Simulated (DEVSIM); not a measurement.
Structure: abrupt Si n-p junction, at 350 K.

Layer 1 from the left is Si, thickness (μm) 60.0, Nd (cm⁻³) 5.7e17, τn (s) 2.4e-7, τp (s) 2.4e-7. Layer 2 from the left is Si, thickness (μm) 60.0, Na (cm⁻³) 4.2e17, τn (s) 2.4e-7, τp (s) 2.4e-7.

Left contact: ohmic. Right contact: ohmic. Voltage is applied to the left contact. Recombination: SRH at mid-gap, radiative. Mobility is μmin + (μ − μmin)/(1 + (N/Nref)^α).

Constants are typed, rounded textbook-type inputs, not results; the design itself was drawn at random and stands for no fabricated device. Values at 300 K; Nc and Nv go as T^1.5, mobilities as T to minus their exponent, the gap by Varshni's rule with the affinity fixed.

Si: gap (eV) 1.124, affinity (eV) 4.05, permittivity 11.7, Nc (cm⁻³) 2.86e19, Nv (cm⁻³) 3.1e19, μn (cm²/Vs) 1417, μp (cm²/Vs) 470, μn,min 52, μp,min 45, Nref,n 9.7e16, Nref,p 2.2e17, αn 0.68, αp 0.72, T exponent of μn 2.3, T exponent of μp 2.2, B (cm³/s) 4.7e-15, Varshni α (eV/K) 0.000473, Varshni β (K) 636.

DEVSIM, 1D drift-diffusion, Boltzmann statistics, complete ionisation; no tunnelling, impact ionisation, image-force lowering or self-heating.

Dark forward current:

```
|V| (V)  |J| (A/cm²)
-------  -----------
0.05        8.417e-8
0.10        2.756e-7
0.15        7.580e-7
0.20        2.084e-6
0.25        6.174e-6
0.30        2.075e-5
0.35        8.055e-5
0.40       0.0003538
0.45        0.001688
0.50        0.008441
0.55         0.04322
0.60          0.2232
0.65           1.139
0.70           5.392
0.75           20.07
0.80           51.56
0.85           98.37
0.90           156.9
0.95           225.1
1.00           302.1
1.05           387.4
1.10           480.9
1.15           582.7
1.20           692.6
1.25           810.8
1.30           937.4
```

Work out the local ideality factor n = ΔV / (kT/q · ln(J2/J1)) between the rows 0.15 and 0.20 V, 0.55 and 0.60 V, 1.25 and 1.30 V.

kT/q = 30.16 mV. From 0.15 to 0.20 V: ln(2.084e-6/7.580e-7) = 1.011, n = 1.64. From 0.55 to 0.60 V: ln(0.2232/0.04322) = 1.642, n = 1.01, near the 1 of diffusion or emission over a barrier. From 1.25 to 1.30 V: ln(937.4/810.8) = 0.145, n = 11.43.

Estimate the current at 0.55 V from the Shockley equation with J0 = Σ q ni² D/(N L) coth(W/L), τ joining the SRH, radiative and Auger lifetimes that are on, and W taken as the whole layer.

ni² = 1.43e23 cm⁻⁶; holes in the n layer: μ = 133 cm²/Vs, D = 4.03 cm²/s, τ = 2.40e-7 s, L = 9.83 μm, W/L = 6.1, term 1.64e-10 A/cm²; electrons in the p layer: μ = 295 cm²/Vs, D = 8.89 cm²/s, τ = 2.40e-7 s, L = 14.6 μm, W/L = 4.1, term 3.32e-10 A/cm². J0 = 4.96e-10 A/cm², and J = J0 exp(qV/kT) = 0.0412 A/cm². The simulation gives 0.0432 A/cm²; the estimate lies 4.6 % below. The estimate leaves out recombination in the depletion region and that region's share of W.
